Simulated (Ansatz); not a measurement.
**Response to strain and stress in C**

The reference is C in the diamond structure (space group Fd-3m, No. 227; a = 3.554 Å). Axes: x, y, z lie along the cube axes.

Strains are applied to the cell and any free atomic positions relax; under biaxial strain the out-of-plane vector relaxes too; under stress the whole cell relaxes.

Level of theory: PBEsol (Ansatz, a first-principles code, PAW, no SOC), earlier PAW set.

Candidates:
(a) uniaxial stress, 8 GPa compression along x
(b) biaxial strain −1.12 %, plane normal [110], relaxed out of plane
(c) strain tensor (xx, yy, zz, yz, xz, xy) = (−1.72, +0.06, +0.36, −0.31, +1.67, −0.98) %

For the base:

The band gap is 4.04 eV.

Order them by band gap, highest first.

(b) biaxial strain −1.12 %, plane normal [110], relaxed out of plane (3.89 eV), (a) uniaxial stress, 8 GPa compression along x (3.82 eV), (c) strain tensor (xx, yy, zz, yz, xz, xy) = (−1.72, +0.06, +0.36, −0.31, +1.67, −0.98) % (3.53 eV)

Stability under load was not tested beyond the relaxation.
